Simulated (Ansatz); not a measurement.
## Input and output of a self-consistent single point for YAs (P6/mmm, 6 atoms in the cell) (Ansatz)

Method of the run: revPBE, default PAW files made with PBE (plane waves; Ansatz, a quantum-chemistry and plane-wave program).

Input as run:

Ansatz 0.2 input:
```yaml
# YAs
crystal:
  lattice:
    - [5.845597, 0.000000, 0.000000]
    - [-2.922798, 5.062435, 0.000000]
    - [0.000000, 0.000000, 4.716895]
  atoms:
    - { symbol: Y, position: [0.500000, 0.000000, 0.000000] }
    - { symbol: Y, position: [0.500000, 0.500000, 0.000000] }
    - { symbol: Y, position: [0.000000, 0.500000, 0.000000] }
    - { symbol: As, position: [0.000000, 0.000000, 0.000000] }
    - { symbol: As, position: [0.333333, 0.666667, 0.500000] }
    - { symbol: As, position: [0.666667, 0.333333, 0.500000] }
kpoints:
  mp_grid: { grid: [5, 5, 5] }
hamiltonian:
  xc: revpbe
  pseudopotentials: { kind: paw }
scf:
  occupations: { method: methfessel_paxton, width: 0.136 eV }
output:
  forces: true
  eigenvalues: true
  stress: true
```

Output (repeated stretches shortened):

```
WARN the atoms were moved onto the symmetric positions of the space group found under crystal.symmetry.tolerance 1.0e-5 (fractional …
WARN basis.ecutwfc = 420 eV, the default
WARN ansatz: RAYON_NUM_THREADS=1 ignored (pool sized by the plan → 1); use --threads N
Pseudopotentials: kind: paw
Pseudopotential: Y, paw, valence charge 11
Pseudopotential: As, paw, valence charge 15
Crystal: 6 atoms, lattice volume = 139.587 Å³
Basis set: ecut = 420 eV, 2715 PW (Γ), exchange–correlation on 80×80×64 points (8 copies of the dense FFT grid, shifted against one another)
Bands: 47, of which v1, the nominal top of the filled ones, is band 39 counted from 1 (38 counted from 0)
Symmetry: 24 space group operations
Space group: P6/mmm (ITA 191), of the structure as read, at distance tolerance 5.2e-5 Å
k-points: 15 of 125
PAW frozen core: Y, regenerated for the run's functional, and the local potential with it
PAW frozen core: As, regenerated for the run's functional, and the local potential with it
Initial density: superposition of atomic densities (neutral atoms: chi_scale 0, normalization atom), corrected by the library's trained network
Initial wavefunctions: pseudopotential atomic-orbital guess
Eigensolver: davidson
Functional: x = revpbe(κ = 1.245, μ = 0.2195149727645171), c = pbe(β = 0.06672455060314922)
SCF iter   1: F=—  HF=-26143.685632 eV  |F-HF|=—  |Δ(HF+E_count)|=         —  Δρ=3.58e-3  dr2=4.26e-2  ethr=1.77e-3  ⟨swp⟩=5.9  Hψ=2600  notcnv=0
all-band conjugate gradients solve this SCF's bands
preconditioner: auto → LDOS
SCF iter   2: F=—  HF=-26143.682246 eV  |F-HF|=—  |Δ(HF+E_count)|=   3.39e-3  S|Δr|=    0.00e0  Δρ=1.28e-3  dr2=5.76e-3  ethr=5.46e-5  ⟨swp⟩=2.0  Hψ=954  notcnv=0
SCF iter   3: F=—  HF=-26143.682260 eV  |F-HF|=—  |Δ(HF+E_count)|=   1.43e-5  S|Δr|=    0.00e0  Δρ=5.20e-4  dr2=1.16e-3  ethr=7.39e-6  ⟨swp⟩=2.0  Hψ=1226  notcnv=0
SCF iter   4: F=—  HF=-26143.681934 eV  |F-HF|=—  |Δ(HF+E_count)|=   3.26e-4  S|Δr|=    0.00e0  Δρ=1.92e-4  dr2=1.25e-4  ethr=1.48e-6  ⟨swp⟩=2.0  Hψ=1220  notcnv=0
SCF iter   5: F=—  HF=-26143.681885 eV  |F-HF|=—  |Δ(HF+E_count)|=   4.91e-5  S|Δr|=    0.00e0  Δρ=8.37e-5  dr2=1.32e-5  ethr=1.60e-7  ⟨swp⟩=2.0  Hψ=1226  notcnv=0
SCF iter   6: F=—  HF=-26143.681879 eV  |F-HF|=—  |Δ(HF+E_count)|=   5.90e-6  S|Δr|=    0.00e0  Δρ=2.56e-5  dr2=1.05e-6  ethr=1.70e-8  ⟨swp⟩=2.0  Hψ=1230  notcnv=0
SCF iter   7: F=-26143.681880 eV  HF=-26143.681880 eV  |F-HF|=2.52e-9  |Δ(HF+E_count)|=   7.81e-7  S|Δr|=    0.00e0  Δρ=4.64e-6  dr2=2.62e-8  ethr=1.28e-10  ⟨swp⟩=8.7  Hψ=3106  notcnv=0
SCF 1 converged in 7 iterations: F = -26143.681880 eV  dr2 = 2.62e-8
SCF converged after 7 iterations
Stability not checked (fill_not_monotonic)
Free energy (F): -26143.681880 eV
Harris-Foulkes:  -26143.681880 eV  (|F-HF|=2.52e-9)
Internal energy: -26143.667947 eV  (E = F + TS)
E sigma→0 (E₀):  -26143.678397 eV
Entropy (-TS):   -0.013933 eV (-2.322 meV/atom)
Fermi energy:    11.051183 eV
Step filling:    the computed levels leave a gap of 0.0308 eV = 0.2 smearing widths
--- Per-component energies (eV) ---
  E_band       = -927.885373
  E_kinetic    = 1248.467602
  E_local      = -7112.620353  (includes V_loc(G=0)·N_el)
  E_nonlocal   = -1864.879362
  E_hartree    = 3554.067642
  E_xc         = -767.847003
  E_vxc        = -847.627335  (∫ρ·V_xc dr)
  E_paw        = -14008.012483  (= ΣΔE_a)
  E_vpaw       = 540.634810  (= ΣTr[D̂ρ^β])
  E_aug_tail   = 0.000034  (compensation charges beyond the density's cutoff)
  E_ewald      = -7192.183923
  E_core_change = -0.660100  (= ΣΔE_core)
  E_smearing   = -0.013933  (= −TS)
  E_closure    = -0.000000  (closes the sum)
  Σ components = -26143.681880   (vs F -26143.681880, Δ=0.00e0)
--- Forces (eV/Å), atoms counted from 1 ---
  atom   1  Y      0.00000000     0.00000000    -0.00000000
   [... zero for the other atoms too ...]
  max |Σ_I F_I| component: 4.34e-19 eV/Å
--- Stress (GPa, compression-positive) ---
       18.815980       0.000000      -0.000000
        0.000000      18.815980      -0.000000
        0.000000      -0.000000       1.226691
  P = ⅓ Tr σ = 12.9529 GPa (129.529 kbar)
  The stress holds the Pulay correction. Without it, at fixed plane waves, as pw.x and ABINIT print it: P = 12.9411 GPa
--- Band table (eV; the first three rows and the last of 15) ---
  k-point 0: bands = ["-31.1270", "-30.7808", "-30.7808", "-23.8418", "-23.8418", "-23.8383", "-23.8383", "-23.8094", "-23.8094", "-23.8066", "-23.8066", "-23.7872", "-23.7853", "-23.6031", "-23.5745", "-23.5745", "-23.5158", "-23.5158", "-12.5760", [...]
  k-point 1: bands = ["-31.1265", "-30.7808", "-30.7808", "-23.8419", "-23.8419", "-23.8382", "-23.8382", "-23.8087", "-23.8087", "-23.8067", "-23.8067", "-23.7876", "-23.7850", "-23.6031", "-23.5745", "-23.5745", "-23.5158", "-23.5158", "-12.5719", [...]
  k-point 2: bands = ["-31.1256", "-30.7807", "-30.7807", "-23.8421", "-23.8421", "-23.8382", "-23.8382", "-23.8076", "-23.8076", "-23.8069", "-23.8069", "-23.7883", "-23.7845", "-23.6030", "-23.5745", "-23.5745", "-23.5158", "-23.5158", "-12.5652", [...]
  k-point 14: bands = ["-30.9918", "-30.9212", "-30.7813", "-23.8438", "-23.8412", "-23.8393", "-23.8365", "-23.8078", "-23.8074", "-23.8071", "-23.8067", "-23.7867", "-23.7859", "-23.6036", "-23.5745", "-23.5745", "-23.5169", "-23.5165", [...]
```

The run converged in 7 iterations.

The starting cell was generated: these elements placed on a structure prototype, without a prior relaxation; it need not be a known phase or ordering of this composition. With a pressure of about 13 GPa the cell is away from its equilibrium volume at this level. Ansatz's pressure includes its estimate of the finite-basis (Pulay) stress.
